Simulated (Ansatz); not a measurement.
# Input and output of a self-consistent single point for NaCd2 (Fd-3m, 6 atoms in the cell) (Ansatz)

Method: PBE (plane waves, PAW; Ansatz, a program for electronic structure).

The input file:

Ansatz 0.2 input:
```yaml
crystal:
  lattice:
    - [0.000000, 4.288346, 4.288346]
    - [4.288346, 0.000000, 4.288346]
    - [4.288346, 4.288346, 0.000000]
  atoms:
    - { symbol: Cd, position: [0.125000, 0.125000, 0.125000] }
    - { symbol: Cd, position: [0.625000, 0.125000, 0.125000] }
    - { symbol: Cd, position: [0.125000, 0.625000, 0.125000] }
    - { symbol: Cd, position: [0.125000, 0.125000, 0.625000] }
    - { symbol: Na, position: [0.750000, 0.750000, 0.750000] }
    - { symbol: Na, position: [0.500000, 0.500000, 0.500000] }
basis:
  ecutwfc: 420.0 eV
kpoints:
  mp_grid: { grid: [5, 5, 5] }
hamiltonian:
  xc: pbe
  pseudopotentials: { kind: paw }
scf:
  occupations: { method: gaussian, width: 0.136 eV }
output:
  forces: true
  eigenvalues: true
  stress: true
```

The program printed (abridged):

```
WARN ansatz: RAYON_NUM_THREADS=1 ignored (pool sized by the plan → 1); use --threads N
Pseudopotentials: kind: paw
Pseudopotential: Cd, paw, valence charge 20
Pseudopotential: Na, paw, valence charge 9
Crystal: 6 atoms, lattice volume = 157.725 Å³
Basis set: ecut = 420 eV, 3119 PW (Γ), exchange–correlation on 90×90×90 points (8 copies of the dense FFT grid, shifted against one another)
Bands: 59, of which v1, the nominal top of the filled ones, is band 49 counted from 1 (48 counted from 0)
Symmetry: 48 space group operations
Space group: Fd-3m (ITA 227), of the structure as read, at distance tolerance 5.4e-5 Å
k-points: 10 of 125
Initial density: superposition of atomic densities (neutral atoms: chi_scale 0, normalization atom), corrected by the library's trained network
Initial wavefunctions: pseudopotential atomic-orbital guess
Eigensolver: davidson
Functional: x = pbe(κ = 0.804, μ = 0.2195149727645171), c = pbe(β = 0.06672455060314922)
SCF iter   1: F=—  HF=-35991.465680 eV  |F-HF|=—  |Δ(HF+E_count)|=         —  Δρ=9.09e-4  dr2=4.48e-3  ethr=1.77e-3  ⟨swp⟩=7.2  Hψ=2056  notcnv=0  defer=3
all-band conjugate gradients solve this SCF's bands
preconditioner: auto → LDOS
SCF iter   2: F=—  HF=-35991.466103 eV  |F-HF|=—  |Δ(HF+E_count)|=   4.23e-4  Δρ=3.09e-4  dr2=1.49e-4  ethr=4.57e-6  ⟨swp⟩=2.0  Hψ=936  notcnv=0  defer=3
SCF iter   3: F=—  HF=-35991.466131 eV  |F-HF|=—  |Δ(HF+E_count)|=   2.84e-5  Δρ=1.44e-4  dr2=2.47e-5  ethr=1.52e-7  ⟨swp⟩=2.0  Hψ=909  notcnv=0  defer=3
SCF iter   4: F=—  HF=-35991.466224 eV  |F-HF|=—  |Δ(HF+E_count)|=   9.30e-5  Δρ=5.56e-5  dr2=3.52e-6  ethr=2.52e-8  ⟨swp⟩=2.0  Hψ=894  notcnv=0  defer=3
SCF iter   5: F=—  HF=-35991.466223 eV  |F-HF|=—  |Δ(HF+E_count)|=   1.23e-6  Δρ=1.13e-5  dr2=1.71e-7  ethr=3.59e-9  ⟨swp⟩=2.0  Hψ=894  notcnv=0  defer=3
SCF iter   6: F=-35991.466223 eV  HF=-35991.466223 eV  |F-HF|=3.89e-8  |Δ(HF+E_count)|=   5.04e-8  Δρ=7.08e-6  dr2=5.92e-8  ethr=1.02e-10  ⟨swp⟩=8.9  Hψ=2404  notcnv=0
SCF 1 converged in 6 iterations: F = -35991.466223 eV  dr2 = 5.92e-8
SCF converged after 6 iterations
Free energy (F): -35991.466223 eV
Harris-Foulkes:  -35991.466223 eV  (|F-HF|=3.89e-8)
Internal energy: -35991.446309 eV  (E = F + TS)
E sigma→0 (E₀):  -35991.456266 eV
Entropy (-TS):   -0.019914 eV (-3.319 meV/atom)
Fermi energy:    8.860699 eV
--- Per-component energies (eV) ---
  E_band       = -2395.424203
  E_kinetic    = 2259.114236
  E_local      = -17636.766523  (includes V_loc(G=0)·N_el)
  E_nonlocal   = 356.807695
  E_hartree    = 7922.136101
  E_xc         = -785.313089
  E_vxc        = -987.235674  (∫ρ·V_xc dr)
  E_paw        = -16853.489372  (= ΣΔE_a)
  E_vpaw       = -2231.652049  (= ΣTr[D̂ρ^β])
  E_aug_tail   = 0.000047  (compensation charges beyond the density's cutoff)
  E_ewald      = -11253.935403
  E_smearing   = -0.019914  (= −TS)
  E_closure    = -0.000000  (closes the sum)
  Σ components = -35991.466223   (vs F -35991.466223, Δ=0.00e0)
--- Forces (eV/Å), atoms counted from 1 ---
  atom   1  Cd     0.00000000    -0.00000000     0.00000000
   [... zero for the other atoms too ...]
  max |Σ_I F_I| component: 5.78e-18 eV/Å
--- Stress (GPa, compression-positive) ---
       -0.610379       0.000000       0.000000
        0.000000      -0.610379       0.000000
        0.000000      -0.000000      -0.610379
  P = ⅓ Tr σ = -0.6104 GPa (-6.104 kbar)
  The stress holds the Pulay correction. Without it, at fixed plane waves, as pw.x and ABINIT print it: P = -0.6466 GPa
--- Band table (eV; the first three rows and the last of 10) ---
  k-point 0: bands = ["-94.2373", "-94.2342", "-94.2342", "-94.2342", "-55.3143", "-55.2925", "-55.2925", "-55.2925", "-55.2860", "-55.2860", "-55.2710", "-55.2710", "-55.2710", "-55.2666", "-55.2666", "-55.2666", "-44.0124", "-44.0111", "-15.9368", [...]
  k-point 1: bands = ["-94.2371", "-94.2344", "-94.2342", "-94.2342", "-55.3117", "-55.2916", "-55.2914", "-55.2914", "-55.2853", "-55.2853", "-55.2724", "-55.2724", "-55.2710", "-55.2701", "-55.2670", "-55.2670", "-44.0123", "-44.0111", "-15.9372", [...]
  k-point 2: bands = ["-94.2366", "-94.2349", "-94.2342", "-94.2342", "-55.3070", "-55.2900", "-55.2900", "-55.2878", "-55.2820", "-55.2820", "-55.2786", "-55.2767", "-55.2767", "-55.2710", "-55.2675", "-55.2675", "-44.0121", "-44.0113", "-15.9377", [...]
  k-point 9: bands = ["-94.2361", "-94.2354", "-94.2342", "-94.2342", "-55.3010", "-55.2937", "-55.2870", "-55.2851", "-55.2832", "-55.2826", "-55.2777", "-55.2771", "-55.2764", "-55.2727", "-55.2706", "-55.2694", "-44.0119", "-44.0116", "-15.9391", [...]
```

The run converged in 6 iterations.

The starting cell was generated: these elements placed on a structure prototype, without a prior relaxation; it need not be a known phase or ordering of this composition. Ansatz's pressure includes its estimate of the finite-basis (Pulay) stress.
